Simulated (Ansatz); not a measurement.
Start from SiS₂ (space group Ibam, No. 72; a = 6.019 Å, b = 9.396 Å, c = 5.545 Å; made of chains).

One thing is altered: a hydrostatic pressure of 4.5 GPa.

Levels (all Ansatz, an electronic-structure program, PAW): PBEsol (420 eV, spin-orbit coupling left out); r2SCAN (500 eV, no spin-orbit coupling).

The geometry is relaxed with PBEsol.

```
Property                       Value
--------------------------  --------
PBEsol band gap              2.20 eV
PBEsol pressure             4.50 GPa
PBEsol smallest direct gap   2.60 eV
```

What does r2SCAN give at this geometry for the band gap, pressure and smallest direct gap?

The band gap goes up by 0.48 eV to 2.68 eV; the pressure increases by 0.63 GPa (4.50 GPa → 5.13 GPa); the smallest direct gap increases by 0.49 eV (2.60 eV → 3.09 eV).

Single points use the geometry relaxed with PBEsol. Their cutoffs differ, which shifts pressures a little. Load acts through the strain it causes; cell and atoms are relaxed under it. Stability against distortions was not tested. No dispersion term is included in the PBEsol runs.
